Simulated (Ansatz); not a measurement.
O vacancy + Y on the Hf site + Y on the Hf site (V_O+Y_Hf+Y_Hf) in monoclinic HfO2 (start: the O(1,3-fold) site; Hf 2.05 Å away; Hf 2.15 Å away; 96-site cell, 2×2×2 shifted sampling). These are PBE, PAW (plane waves to 420 eV; Ansatz, a quantum-chemistry and plane-wave program) values and carry that method's errors. Total energies of the localised charge states, counted from that of charge 0, and their image corrections (point charge with alignment); the host's valence-band maximum lies at 13.691 eV on the cells' energy zero and its gap is 4.04 eV.

```tsv
charge	moment (μB)	E − E(first) (eV)	correction (eV)
0	not spin-polarised	0.000	0.000
−1	1.0	16.338	0.365
```

Derive the transition levels above the valence-band maximum and say which of them are thermodynamic.

A level is the Fermi energy at which two charges have equal formation energy: ε(q/q′) = [E(q′) + corr(q′) − E(q) − corr(q)] / (q − q′) − E_VBM.
ε(0/−1) = [(16.338 + 0.365) − (0.000 + 0.000)] / 1 − 13.691 = 3.01 eV
Thermodynamic levels at least 0.1 eV inside the gap: (0/−1) at 3.01 eV. They hold to tenths of an eV in this cell. Only the charges listed were compared. At charge +1 the carrier sat in host band states, shallow at most. The geometries come from one start. Flagged in the runs: a host whose relaxation on this sampling wasn't shown to rest, a strain field that reaches the edge of the cell.
